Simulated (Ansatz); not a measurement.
**Several settings converged on TiTc (P4mm, 2 atoms in the cell)**

```xyz
2
Lattice="3.1038 0.0000 0.0000 0.0000 3.1038 0.0000 0.0000 0.0000 3.1038" Properties=species:S:1:pos:R:3 pbc="T T T"
Ti     1.5519     1.5519     1.6019
Tc     0.0000     0.0000     0.0000
```

Base method: PBEsol, default PAW files made with PBE (plane waves; Ansatz, an electronic-structure program).

Base settings: basis.ecutwfc = 500 eV; kpoints.mp_grid.grid = 11 11 11; hamiltonian.xc = pbesol; hamiltonian.pseudopotentials = {kind: paw} (the program's default PAW files); scf.occupations.method = fermi_dirac; scf.occupations.width = 0.1 eV.

The count of work is k-points × plane waves × bands × iterations; it is no time. 

**The cutoff for other potential files**

Level: DFT, PBEsol, plane waves, harder PAW files (source: ansatz) made with PBE.

In this ladder: hamiltonian.pseudopotentials = {kind: paw, source: ansatz}.

The second cell is the first with its lattice scaled by 0.98.

The mesh stays at the base's, so the ladder's end is converged at best in this setting alone.

The first pressure column holds Ansatz's estimate of the finite-basis (Pulay) stress, which hides part of the cutoff error; the other is without it.

Only quantities that move along the ladder and can be compared are tabulated.

```csv
basis.ecutwfc,free energy less the last step's (meV/atom),energy of the compressed cell less the first (meV/atom),pressure (GPa),pressure without the Pulay estimate (GPa),largest difference of a force vector from the last step's (eV/Å),count of work / last
335 eV,1554.77,-25.87,-7.92,-93.11,0.189,0.11
405 eV,280.56,-0.81,-6.18,-26.36,0.022,0.15
520 eV,15.27,-2.69,-6.71,-8.15,0.001,0.21
630 eV,1.47,-2.44,-6.67,-6.75,0.000,0.27
740 eV,0.88,-2.44,-6.67,-6.68,0.000,0.35
890 eV,0.58,-2.43,-6.67,-6.68,0.000,0.47
1110 eV,0.25,-2.44,-6.67,-6.68,0.000,0.65
1480 eV,0.00,-2.44,-6.67,-6.68,0.000,1.0
```

Coarsest basis.ecutwfc that holds the pressure within 0.1 GPa of the last step, with all finer ones: 520 eV, at 0.21 of the last step's count of work; the step before is off by 0.49 GPa.

Coarsest basis.ecutwfc that holds the energy of the compressed cell less the first within 1 meV/atom of the last step, with all finer ones: 520 eV, at 0.21 of the last step's count of work; the step before is off by 1.6 meV/atom.

Coarsest basis.ecutwfc that holds the pressure without the Pulay estimate within 0.1 GPa of the last step, with all finer ones: 630 eV, at 0.27 of the last step's count of work; the step before is off by 1.5 GPa.

The energy difference between the two cells stays within 1 meV/atom of the last step's from 520 eV on, the total only from 740 eV on: much of the error is common to both cells and cancels.

At the lowest cutoff the pressure without the Pulay estimate lies 86.4 GPa under the last step's, the usual sign of Pulay stress in an incomplete plane-wave basis.

**The relaxed cell against the cutoff**

On TiTc (Pm-3m, 2 atoms in the cell): atoms on their sites.

In this ladder: relax = cell and atoms.

The mesh stays at the base's, so the ladder's end is converged at best in this setting alone.

Only quantities that move along the ladder and can be compared are tabulated.

| basis.ecutwfc | relaxed volume (Å³/atom) | relaxation steps |
|---|---|---|
| 300 eV | 14.378 | 15 |
| 350 eV | 14.447 | 12 |
| 425 eV | 14.452 | 7 |
| 500 eV | 14.456 | 5 |
| 600 eV | 14.455 | 5 |
| 750 eV | 14.455 | 5 |
| 1000 eV | 14.455 | 5 |

Coarsest basis.ecutwfc that holds the relaxed volume within 0.029 Å³/atom of the last step, with all finer ones: 350 eV; the step before is off by 0.077 Å³/atom.

At the lowest cutoff the cell relaxes to a volume 0.5 % smaller than at the highest. Ansatz relaxes on a stress corrected for the finite basis.

On the base run: the starting cell comes from a database of computed structures (which also holds hypothetical and non-ambient phases and stackings), without a prior relaxation at this level. Its lattice was rescaled by up to half a per cent. One atom was moved a little off its site on purpose. Spin polarisation is off.

Left out of this page: 1 run of the series failed or unconverged.

Keys are those of Ansatz 0.2.
